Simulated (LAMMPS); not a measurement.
MD of Zr (hcp) at zero pressure, 4032 atoms, as a crystal; each row is its own run.

Method: classical MD, pair style eam/fs, file Zr_mm.eam.fs (LAMMPS).

```csv
T (K),enthalpy (eV/atom)
200,-6.5830
300,-6.5567
1600,-6.1473
```

Task: Fit a straight line, y = a + b x, to these rows (x is the first column, y the second) and predict the run at x = 1280.

Result: Least squares gives a = -6.6480 and b = 0.0003128. At x = 1280 the fit predicts -6.2476 eV/atom. The run itself gave -6.2679 ± 0.0001 eV/atom, so the fit is 20 meV/atom high.

Caution (rows 1280; 1600): in nature this polymorph isn't the stable one over the whole range of temperature at this pressure, and short runs keep a crystal in its starting form.

Caution (row 1600): this crystal lies over the melting point of about 1370 K that EAM-type Zr_mm.eam.fs gives, so it is superheated.
